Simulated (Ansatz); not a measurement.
## BN, response to strain

The parent structure is BN in the zinc blende structure (space group F-43m, No. 216; a = 3.625 Å).

Strains are applied to the cell and any free atomic positions relax.

The values are results of PBE in Ansatz (plane waves to 420 eV, PAW, no spin-orbit coupling), not measurements.

Candidates:
(a) isotropic strain −1.50 %
(b) isotropic strain −3.00 %
(c) isotropic strain +1.00 %
(d) isotropic strain +3.00 %

For the base:

```
Item        Value
--------  -------
Band gap  4.46 eV
```

Q: Order them by band gap, highest first.

A: (b) isotropic strain −3.00 % (4.55 eV), (a) isotropic strain −1.50 % (4.51 eV), (c) isotropic strain +1.00 % (4.43 eV), (d) isotropic strain +3.00 % (4.36 eV)

Whether these cells are dynamically stable was not tested.

Ansatz is a program for electronic structure.
